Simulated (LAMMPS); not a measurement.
LAMMPS 22 Jul 2025, classical MD, Buckingham with full ionic charges: MgO, 1728 atoms.

- task: MD, nve
- potential: Buckingham with full ionic charges
- copies of the repeat unit: 6×6×6
- shape (slab and sphere leave vacuum in the box): bulk
- temperature: 1200 K
- steps: 2000
- timestep: 1 fs
- neighbor skin: 2 Å
- neigh_modify: every 1 delay 0 check yes
- thermo: 100
- kspace_style: pppm
- kspace_accuracy: 0.0001
- pair cutoff: 10 Å
- newton: on (default)
- atom_modify sort (bins of 2 Å where set): 1000 (default)
- comm_style: brick (default)
- kspace_modify: order 5 diff ik (default)
- box: 25.3 × 25.3 × 25.3 Å
- start: generated rock salt lattice, warmed in an untimed run
- compared values: energy and forces of the first step, drift over the run

It runs on a single node (Arm Neoverse V2, 96 cores on 1 socket, no SMT, 1 L3 cache group).

Each time is the median wall time of two to five repeats, run one at a time on the otherwise empty machine; start-up is included. Processes are pinned to neighbouring cores unless said otherwise. Build: PyPI wheel: MPICH, OPENMP and OPT packages. Other compilers and libraries give other times. Scratch files lie in a memory file system. A preparatory run goes ahead and isn't timed.

The candidates, on 32 cores each, agree within 1.0 meV/atom in energy, 10 meV/Å in forces on 48 atoms, 0.20 meV an atom in drift of the total energy:
A. 8 ranks × 4 threads, suffix = omp
B. 1 rank × 32 threads, suffix = omp
C. 32 ranks, suffix = omp
D. 32 ranks, suffix = none (plain styles) (default)

Task: Which choice gives the shortest wall time?

Result: C and D, at 1.3 s, level within 8 % or the scatter of repeats. At the other end B takes 3.1× as long.

```csv
candidate,wall time,repeats,neighbour list builds
C,1.3 s,3 runs within 1 %,0
D,1.3 s,3 runs within 1 %,0
A,1.5 s,3 runs within 2 %,0
B,3.9 s,3 runs within 3 %,0
```

From the slowest to the fastest: The largest move is in long-range solver (Kspace): 3.0 s to 0.44 s. What the program resolved moves too: grid of ranks from 1 by 1 by 1 to 4 by 2 by 4.
